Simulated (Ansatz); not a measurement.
The cell is built on a prototype and need not be the phase stable at ambient conditions.

By r2SCAN, the system below comes out a metal.

Without scattering a metal conducts by its projected Fermi surface.

Data:

```yaml
crystal:
  lattice:
    - [2.77485, 0.00000, 0.00000]
    - [0.00000, 2.77485, 0.00000]
    - [1.38743, -1.38743, 3.42589]
  atoms:
    - { symbol: Ir, position: [0.00000, 0.00000, 0.00000] }
    - { symbol: B, position: [0.68230, 0.31770, 0.63539] }
    - { symbol: B, position: [0.31770, 0.68230, 0.36461] }
```

Space group of this cell: I4/mmm. The cell was relaxed by PBE-D3(BJ); by r2SCAN its mean pressure is 3.9 GPa.

The current flows along the normal of the first two printed cell vectors. No spin-orbit coupling; the value is a mean over 0.1 eV about the Fermi level.

Problem. Estimate the ballistic conductance per area that r2SCAN run with Ansatz (an electronic-structure program) returns for this system.

Solution. 1.3 × 10¹⁵ S/m² for both spins.
